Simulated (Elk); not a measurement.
```
RbH
1.0
    0.00000     2.92928     2.92928
    2.92928     0.00000     2.92928
    2.92928     2.92928     0.00000
Rb H
1 1
Direct
  0.50000   0.50000   0.50000
  0.00000   0.00000   0.00000
```

Method of the run: LDA (PW92), all-electron FP-LAPW, Elk's shipped species files, APW+lo basis with extra local orbitals (Elk).

The set-up and first iterations of an Elk log for RbH (Fm-3m, 2 atoms in the cell):

```
│ Elk code version 10.2.4 │

All units are atomic (Hartree, Bohr, etc.)

│ Ground-state run starting from atomic densities │

Lattice vectors :
   0.000000000       5.535535053       5.535535053
   5.535535053       0.000000000       5.535535053
   5.535535053       5.535535053       0.000000000

Unit cell volume      :    339.2413722
Brillouin zone volume :   0.7311909271

Muffin-tin inner radius fraction :   0.1000000000E-01

Nuclei treated as point charges

Species :    1 (Rb)
 parameters loaded from : Rb.in
 name : rubidium
 nuclear charge    :   -37.00000000
 electronic charge :    37.00000000
 atomic mass :    155798.2684
 muffin-tin radius :    2.600000000
 number of radial points in muffin-tin :    597
 atomic positions (lattice), magnetic fields (Cartesian) :
   1 :   0.00000000  0.00000000  0.00000000    0.00000000  0.00000000  0.00000000

Species :    2 (H)
 parameters loaded from : H.in
 name : hydrogen
   [... lines left out ...]
 using average radius
Maximum |G+k| for APW functions       :    3.750000000
Maximum (1/2)|G+k|²                   :    7.031250000
Maximum |G| for potential and density :    7.500001000
 potential will be trimmed for |G| > 2 gkmax
Constant for pseudocharge density :    5
Radial integration step length :    4

G-vector grid sizes :     20    20    20
Number of G-vectors :     2421

Maximum angular momentum used for
 APW functions                      :    8
 outer part of muffin-tin           :    6
 inner part of muffin-tin           :    2

Total nuclear charge    :   -38.00000000
Total core charge       :    28.00000000
Total valence charge    :    10.00000000
Total excess charge     :    0.000000000
Total electronic charge :    38.00000000

Effective Wigner radius, rₛ :    1.286902176

Number of empty states         :    8
Total number of valence states :   13
Total number of core states    :   28

Conduction state local-orbitals added automatically
Total number of local-orbitals :  134

Exchange-correlation functional :      3     0     0
 Perdew-Wang/Ceperley-Alder, Phys. Rev. B 45, 13244 (1992)
 gradient requirement :    0
 local density approximation (LDA)

Smearing type :    0
 Gaussian
Smearing width :   0.1000000000E-03
Effective electronic temperature (K) :    31.57750248

Mixing type :    3
 Broyden mixing, J. Phys. A: Math. Gen. 17, L317 (1984)

Kohn-Sham potential initialised from atomic data
│ Self-consistent loop started │
│ Loop number : 1 │
 total energy                :     -2978.61705415
│ Loop number : 2 │
 total energy                :     -2978.65696530
RMS change in Kohn-Sham potential (target) :   0.1068484827     (  0.1000000000E-05)
Absolute change in total energy (target)   :   0.3991114942E-01 (  0.1000000000E-03)
│ Loop number : 3 │
 total energy                :     -2978.80592478
RMS change in Kohn-Sham potential (target) :   0.9907713597E-01 (  0.1000000000E-05)
Absolute change in total energy (target)   :   0.1589372660     (  0.1000000000E-03)
│ Loop number : 4 │
 total energy                :     -2979.88211609
RMS change in Kohn-Sham potential (target) :   0.1015525404     (  0.1000000000E-05)
Absolute change in total energy (target)   :    1.115925634     (  0.1000000000E-03)
│ Loop number : 5 │
 total energy                :     -2979.29845698
RMS change in Kohn-Sham potential (target) :   0.5718074105E-01 (  0.1000000000E-05)
Absolute change in total energy (target)   :   0.3046777044     (  0.1000000000E-03)
│ Loop number : 6 │
 total energy                :     -2979.88824018
RMS change in Kohn-Sham potential (target) :   0.3823129222E-01 (  0.1000000000E-05)
Absolute change in total energy (target)   :   0.5136137704     (  0.1000000000E-03)
│ Loop number : 7 │
 total energy                :     -2980.75643831
RMS change in Kohn-Sham potential (target) :   0.4057564776E-01 (  0.1000000000E-05)
   [... lines left out ...]
```

### Question
How does the run end?

### Answer
The run ended unconverged after 100 iterations. It gives no final result for the task that was set. The log goes on:

```
 total energy                :     -2953.80266457
RMS change in Kohn-Sham potential (target) :    3.180453718     (  0.1000000000E-05)
   [... lines left out ...]
RMS change in Kohn-Sham potential (target) :   0.3251649845     (  0.1000000000E-05)
Absolute change in total energy (target)   :    1.521637805     (  0.1000000000E-03)
│ Loop number : 98 │
 total energy                :     -2917.17056391
RMS change in Kohn-Sham potential (target) :    1.925654385     (  0.1000000000E-05)
Absolute change in total energy (target)   :    101.3414463     (  0.1000000000E-03)
│ Loop number : 99 │
 total energy                :     -3090.12337246
RMS change in Kohn-Sham potential (target) :    1.354910426     (  0.1000000000E-05)
Absolute change in total energy (target)   :    147.6174470     (  0.1000000000E-03)
│ Loop number : 100 │
Reached self-consistent loops maximum

Energies :
 Fermi                       :      2.84098582745
 total energy                :     -3178.33753017

Density of states at Fermi energy :    4905.205844
 (states/Hartree/unit cell)

Estimated indirect band gap :   0.4473116683E-01
 from k-point      3 to k-point      4
Estimated direct band gap   :   0.1194975897
 at k-point      2

Charges :
 core                        :    28.00000000
 valence                     :    10.00000000
 interstitial                :    3.246520862
 muffin-tins (core leakage)
  species :    1 (Rb)
   atom    1                 :    34.34262883     (  0.2509429693    )
  species :    2 (H)
   atom    1                 :   0.4108503104     (   0.000000000    )
 total in muffin-tins        :    34.75347914
 total calculated charge     :    37.71457741
 total charge                :    38.00000000
 error                       :   0.2854225891

│ Self-consistent loop stopped │
```

The starting cell comes from a database of computed structures (which also holds hypothetical and non-ambient phases and stackings), without a prior relaxation at this level. Its lattice was rescaled by up to half a per cent. For this run, on top of that: lattice scaled by 0.98. Values depend on the basis (sphere radii, cutoffs, local orbitals), which need not be converged. The integrated charge misses the electron count noticeably, a sign of a weak basis or grid.

The run was DFT, LDA (PW92), all-electron FP-LAPW, Elk's shipped species files, APW+lo basis with extra local orbitals. Main settings of its input:

```
key           value
-------  ----------
rgkmax          7.5
stype             0
swidth    0.0001 Ha
ngridk        3 3 3
gmaxvr   5.3 1/bohr
nxlo              2
lorbcnd        true
lmaxi             2
maxscl          100
```

These are the values that this program gave, and no reference: the integrated charge misses the electron count noticeably.
